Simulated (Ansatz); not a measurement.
Zone-centre phonon calculation of PtS2 (P-3m1, 3 atoms in the cell) at several settings

```yaml
crystal:
  lattice:
    - [3.47457, 0.00000, 0.00000]
    - [-1.73729, 3.00907, 0.00000]
    - [0.00000, 0.00000, 5.48009]
  atoms:
    - { symbol: Pt, position: [0.00000, 0.00000, 0.00000] }
    - { symbol: S, position: [0.66667, 0.33333, 0.77966] }
    - { symbol: S, position: [0.33333, 0.66667, 0.22034] }
```

Base: PBE (Ansatz, a first-principles code). Its settings: basis.ecutwfc = 420 eV; kpoints.mp_grid.grid = 7 7 4; hamiltonian.xc = pbe; hamiltonian.pseudopotentials = {kind: paw}, with the files named one by one; scf.occupations.method = fermi_dirac; scf.occupations.width = 0.01 eV. Starting volume 19.10 Å³ per atom.

Each line gives the change from the base single point and the result:

- kpoints.mp_grid.grid: 7 7 4 → 4 4 3; phonons.method: default → dfpt: zone-centre frequencies (cm⁻¹; negative means imaginary) 0, 0, 0, 331, 331, 333, 345, 345, 363.
- hamiltonian.xc: pbe → lda; hamiltonian.pseudopotentials: {kind: paw}, with the files named one by one → {kind: paw} (the program's default PAW files); scf.occupations.method: fermi_dirac → fixed; scf.occupations.width: 0.01 eV → default; phonons.method: default → dfpt; phonons.dielectric: default → true; phonons.rigid_motions: default → translations [DFT, LDA (PW92), plane waves, default PAW files made with PBE]: zone-centre frequencies (cm⁻¹; negative means imaginary) 0, 0, 0, 320, 320, 338, 340, 340, 351; ε∞ at this k-point mesh, which may be far from converged in small-gap cells (xx, yy, zz) 16.0, 16.0, 7.69; Born charges at this mesh (mean of the diagonal, e) Pt 1.66, S -0.83, S -0.83.
- scf.occupations.method: fermi_dirac → fixed; scf.occupations.width: 0.01 eV → default; phonons.method: default → dfpt; phonons.dielectric: default → true; phonons.rigid_motions: default → translations: zone-centre frequencies (cm⁻¹; negative means imaginary) 0, 0, 0, 328, 328, 342, 348, 348, 359; ε∞ at this k-point mesh, which may be far from converged in small-gap cells (xx, yy, zz) 15.1, 15.1, 6.94; Born charges at this mesh (mean of the diagonal, e) Pt 1.72, S -0.86, S -0.86.

The starting cell comes from a database of computed structures (which also holds hypothetical and non-ambient phases and stackings), without a prior relaxation at this level. Its lattice was rescaled by a random factor within 2.5 % of one. In the base run, with a pressure of about 12 GPa the cell is away from its equilibrium volume at this level. In the base run, forces exceed 1 eV/Å.

Frequencies and response belong to this unrelaxed cell.

Keys are those of Ansatz 0.2.
